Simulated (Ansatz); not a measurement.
For ScAl₂ (model structure, started from the MoSi2 type, I4/mmm, No. 139, 3 atoms in the cell), PBEsol in Ansatz (plane waves, PAW) gives:

```
Property                   Value
------------------  ------------
lattice constant a       3.122 Å
c axis length           11.109 Å
bulk modulus B0         78.5 GPa
cohesive energy     4.32 eV/atom
```

### Question
What does r²SCAN (PAW; Ansatz, a program for electronic structure) give for the same quantities?

### Answer

- lattice constant a: 3.142 Å (increases by 0.6 %)
- lattice parameter c: 11.100 Å (shrinks by 0.1 %)
- bulk modulus: 80.5 GPa (rises by 2.5 %)
- cohesive energy: 4.00 eV/atom (decreases by 0.32 eV/atom)

Changes are worked out from the printed values.

Unless a cell is named, each level is at its own relaxed cell (PBEsol 18.04, r²SCAN 18.27 Å³/atom).

The crystal itself was run without spin with PBEsol, r²SCAN; a magnetic state was not tried in these runs.

Caveats: the bulk modulus is −V dP/dV from two relaxed cells at ±2 % in volume (PBEsol, r²SCAN). Ansatz's density-functional and Hartree–Fock values are scalar-relativistic unless marked +SOC, with PAW data made under PBE.

A model structure was made by putting elements into a prototype or built by hand; it is no filed structure, need not be a known phase, and can be a saddle point held by its symmetry.
